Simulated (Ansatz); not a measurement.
For rock-salt LaTe, LDA (Ansatz, an electronic-structure program, plane waves, PAW) gives:

* **lattice constant a**: 6.344 Å
* **bulk modulus**: 65.7 GPa
* **formation enthalpy**: -1.617 eV/atom

Q: What does r²SCAN in Ansatz (PAW) give for the same quantities?

A: 
- lattice constant a: 6.494 Å (increases by 2.4 %)
- bulk modulus: 57.7 GPa (drops by 12 %)
- formation enthalpy: -1.836 eV/atom (moves by -0.219 eV/atom)

Changes are worked out from the printed values.

Unless a cell is named, each level is at its own relaxed cell (LDA 31.92, r²SCAN 34.24 Å³/atom).

Levels without +SOC leave out spin–orbit coupling, which shifts energies and cells of such heavy elements.

Caveats: an element that serves as reference relaxed to a cell well above its measured volume (r²SCAN). Ansatz's density-functional and Hartree–Fock values are scalar-relativistic unless marked +SOC, with PAW data made under PBE.
